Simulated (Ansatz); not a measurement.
## B (model structure, started from the bcc type, Im-3m, No. 229, 1 atom in the cell)

Calculation: r²SCAN (Ansatz, a first-principles code, plane waves, PAW).

Settings: plane-wave cutoff 560 eV, 34×34×34 k mesh, Fermi–Dirac smearing 0.05 eV, scalar-relativistic PAW data made under PBE.

Cell (relaxed at this level):

Space group Im-3m (No. 229); a = 2.2941 Å, b = 2.2941 Å, c = 2.2941 Å, α = 90.00°, β = 90.00°, γ = 90.00°

```
atom  site  symmetry       x       y       z
----  ----  --------  ------  ------  ------
B       2a      m-3m  0.0000  0.0000  0.0000
```
(The calculation used a cell of 1 atom; values per cell refer to that cell.)

```yaml
band_gap: none
bulk_modulus: 246 GPa
```

Note: the bulk modulus is −V dP/dV from two relaxed cells at ±2 % in volume; the relaxation could raise the start's symmetry but not lower it, so the cell can be a saddle point.

The computed numbers hold no vibrational or temperature effects.

A model structure was made by putting elements into a prototype or built by hand; it is no filed structure, need not be a known phase, and can be a saddle point held by its symmetry.
